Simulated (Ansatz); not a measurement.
Fluorite PtAl₂, treated with r²SCAN+SOC in Ansatz (PAW).

Input file:

Ansatz 0.2 input:
```yaml
crystal:
  lattice:
    - [-2.955, -2.955, 0.0]
    - [-2.955, 0.0, -2.955]
    - [0.0, -2.955, -2.955]
  atoms:
    - { symbol: Al, position: [0.25, 0.25, 0.25] }
    - { symbol: Al, position: [0.75, 0.75, 0.75] }
    - { symbol: Pt, position: [0.0, 0.0, 0.0] }
basis:
  ecutwfc: 560
  ecutrho_ratio: 4
  xc_grid: 3
kpoints:
  mp_grid: { grid: [16, 16, 16] }
hamiltonian:
  xc: r2scan
  dispersion: none
  pseudopotentials: { kind: paw }
scf:
  occupations: { method: fermi_dirac, width: 0.05 }
  convergence: { dr2_threshold: 0.0000000003 }
output:
  forces: true
  stress: true
  eigenvalues: true
magnetization:
  noncollinear: true
  spin_orbit: true
```

From the output:

```
Crystal: 3 atoms, lattice volume = 51.606 Å³
Basis set: ecut = 560 eV, 1471 PW (Γ), exchange–correlation on 108×108×108 points (27 copies of the dense FFT grid, shifted against one another)
Bands: 32, of which v1, the nominal top of the filled ones, is band 24 counted from 1 (23 counted from 0)
Symmetry: 48 space group operations + 48 with time reversal
k-points: 145 of 4096
Initial density: superposition of atomic densities (chi_scale 0.1, normalization cell, long waves kept (reshape's long-wave potential 0.00 eV rms))
Functional: x = r2scan, c = r2scan; τ floored in thin density (d = 2e-4 eV/Å³)
spin=Noncollinear: Kerker preconditioning applied to the charge; magnetization (m_x, m_y, m_z) channels mix plain (no charge-response kernel on spin).
SCF 1 converged in 10 iterations: F = -13595.328506 eV  dr2 = 2.43e-11
SCF converged after 10 iterations
Free energy (F): -13595.328506 eV
Internal energy: -13595.320230 eV  (E = F + TS)
E sigma→0 (E₀):  -13595.324368 eV
Fermi energy:    11.296067 eV
--- Forces (eV/Å), atoms counted from 1 ---
  atom   1  Al    -0.00000000     0.00000000    -0.00000000
  atom   2  Al    -0.00000000    -0.00000000    -0.00000000
  atom   3  Pt     0.00000000    -0.00000000    -0.00000000
--- Stress (GPa, compression-positive) ---
       -1.009752       0.000000      -0.000000
       -0.000000      -1.009752       0.000000
       -0.000000       0.000000      -1.009752
  P = ⅓ Tr σ = -1.0098 GPa (-10.098 kbar)
```

The PAW data were made under PBE.

Note: cell and atoms aren't relaxed at this level (pressure -1.0 GPa).

Computing time: around 110 core-seconds (rough).

Ansatz is a quantum-chemistry and plane-wave program.
